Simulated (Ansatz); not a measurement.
How the equilibrium lattice constant a of SnO2 (model structure, started from the tetragonal ZrO2 type, P4₂/nmc, No. 137, 6 atoms in the cell) moves with the method

No measured value is used here.

**Question.** Put these levels in order of the equilibrium lattice constant a that they give for SnO2 (model structure, started from the tetragonal ZrO2 type, P4₂/nmc, No. 137, 6 atoms in the cell), smallest first: PBE (Ansatz, a quantum-chemistry and plane-wave program), PBE-D3(BJ) (Ansatz), PBEsol (Ansatz).

**Answer.** PBEsol (3.558 Å), PBE-D3(BJ) (3.576 Å), PBE (3.593 Å)

Ansatz's density-functional and Hartree–Fock values are scalar-relativistic unless marked +SOC, with PAW data made under PBE.

A model structure was made by putting elements into a prototype or built by hand; it is no filed structure, need not be a known phase, and can be a saddle point held by its symmetry.
